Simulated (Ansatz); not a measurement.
Band structure of K₃Ba (I4/mmm, 4 atoms in the cell).

```xyz
4
Lattice="-3.1385 3.1385 7.1909 3.1385 -3.1385 7.1909 3.1385 3.1385 -7.1909" Properties=species:S:1:pos:R:3 pbc="T T T"
K      0.0000     3.1385     3.5954
K      3.1385     0.0000     3.5954
K      0.0000     0.0000     7.1909
Ba     0.0000     0.0000     0.0000
```

Computed with PBEsol, harder PAW files (source: ansatz) made with PBE (plane waves; Ansatz, an electronic-structure program).

Settings: basis.ecutwfc = 390 eV; kpoints.mp_grid.grid = 8 8 8; hamiltonian.xc = pbesol; hamiltonian.pseudopotentials = {kind: paw, source: ansatz}; scf.occupations.method = cold; scf.occupations.width = 0.272 eV; kpoints.band_path.npoints = 10.

The starting cell comes from a database of computed structures (which also holds hypothetical and non-ambient phases and stackings), without a prior relaxation at this level.

Levels in eV from the Fermi level, bands 16 to 22:
```
point      16     17     18     19     20    21    22
-----  ------  -----  -----  -----  -----  ----  ----
Γ      -14.94  -2.36  -0.03   0.23   0.87  0.89  0.89
X      -14.93  -0.49  -0.16  -0.15  -0.14  0.59  0.66
Y      -14.94  -0.45  -0.38  -0.36  -0.12  0.69  0.70
S      -14.95  -1.08  -0.76  -0.71   0.57  0.82  0.96
Z      -14.94  -1.68  -1.31   0.04   0.53  0.99  0.99
S1     -14.95  -1.08  -0.76  -0.71   0.57  0.82  0.96
N      -14.95  -1.23  -0.89  -0.05   0.45  0.70  0.93
P      -14.93  -0.36  -0.35  -0.16  -0.16  0.62  0.62
Y1     -14.94  -0.45  -0.38  -0.36  -0.12  0.69  0.70
```

Bands cross the Fermi level along this path, so the cell is metallic at this level.

Keys are those of Ansatz 0.2.
